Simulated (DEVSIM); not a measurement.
Structure: abrupt Si n-p junction, at 300 K.

| layer (left to right) | material | thickness (μm) | Nd (cm⁻³) | Na (cm⁻³) | τn (s) | τp (s) |
|---|---|---|---|---|---|---|
| 1 | Si | 49.0 | 3.2e15 | - | 9.1e-5 | 9.1e-5 |
| 2 | Si | 6.20 | - | 4e16 | 9.1e-5 | 9.1e-5 |

Left contact: ohmic. Right contact: ohmic. Voltage is applied to the left contact. Recombination: SRH at mid-gap, radiative, Auger. Mobility is constant in doping.

This is a model device: material constants are rounded textbook-type values typed into the input, and sizes, dopings and lifetimes were drawn at random. Values at 300 K.

```
parameter           Si
-------------  -------
gap (eV)         1.124
affinity (eV)     4.05
permittivity      11.7
Nc (cm⁻³)      2.86e19
Nv (cm⁻³)       3.1e19
μn (cm²/Vs)       1417
μp (cm²/Vs)        470
B (cm³/s)      4.7e-15
Cn (cm⁶/s)     2.8e-31
Cp (cm⁶/s)     9.9e-32
```

DEVSIM, 1D drift-diffusion, Boltzmann statistics, complete ionisation; no tunnelling, impact ionisation, image-force lowering or self-heating.

The thickness of layer 2 was swept, all else fixed.

```tsv
thickness of layer 2 (μm)	dark forward voltage at 1 A/cm² (V)	dark forward voltage at 100 A/cm² (V)
1.2	0.590	0.931
2.2	0.603	0.910
3.7	0.614	0.896
6.2	0.623	0.887
11	0.632	0.882
19	0.638	0.883
31	0.643	0.890
```

From the first row to the last the dark forward voltage at 1 A/cm² goes from 0.590 to 0.643. From the first row to the last the dark forward voltage at 100 A/cm² goes from 0.931 to 0.890.
